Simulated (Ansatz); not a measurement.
Take Re in the hcp (Mg type) structure (space group P6_3/mmc, No. 194; a = 2.775 Å, c = 4.483 Å) as the base.

Calculations: PBE (Ansatz, a first-principles code; PAW; 420 eV plane waves; no spin-orbit coupling), earlier PAW set.

One change was made to it. Results:

```json
[
 {"quantity": "band gap", "base": "zero", "after": "zero"},
 {"quantity": "shortest interatomic distance", "base": "2.755 Å", "after": "2.658 Å"}
]
```

Problem. Name the change that was made.
(A) pressure 50 GPa
(B) pressure 3 GPa
(C) pressure −1 GPa

Solution. A, pressure 50 GPa. For comparison, the shortest interatomic distance in the other runs: pressure −1 GPa gives 2.758 Å; pressure 3 GPa gives 2.748 Å.

Load acts through the strain it causes; cell and atoms are relaxed under it. No phonon test of stability was made. Competing high-pressure phases were not computed. All final runs are without spin polarisation.
